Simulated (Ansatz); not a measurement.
Base system: TiC in the rock salt structure (space group Fm-3m, No. 225; a = 4.329 Å).

Calculations: Ansatz (a program for electronic structure), r2SCAN, PAW, cutoff 500 eV, scalar-relativistic without spin-orbit coupling, earlier PAW set.

One change was made to it. Results:

The band gap stays zero; the shortest interatomic distance shrinks by 0.023 Å, from 2.164 Å to 2.141 Å; the density increases by 0.16 g/cm³, from 4.90 g/cm³ to 5.06 g/cm³.

Question: Which of these changes matches the shifts?
A. pressure 60 GPa
B. pressure 1.8 GPa
C. pressure 45 GPa
D. pressure 9 GPa
E. pressure −2 GPa

Answer: D, pressure 9 GPa. For comparison, the shortest interatomic distance in the other runs: pressure −2 GPa gives 2.170 Å; pressure 1.8 GPa gives 2.159 Å; pressure 45 GPa gives 2.071 Å; pressure 60 GPa gives 2.048 Å.

Load acts through the strain it causes; cell and atoms are relaxed under it. No phonon test of stability was made. Competing high-pressure phases were not computed. All final runs are without spin polarisation.
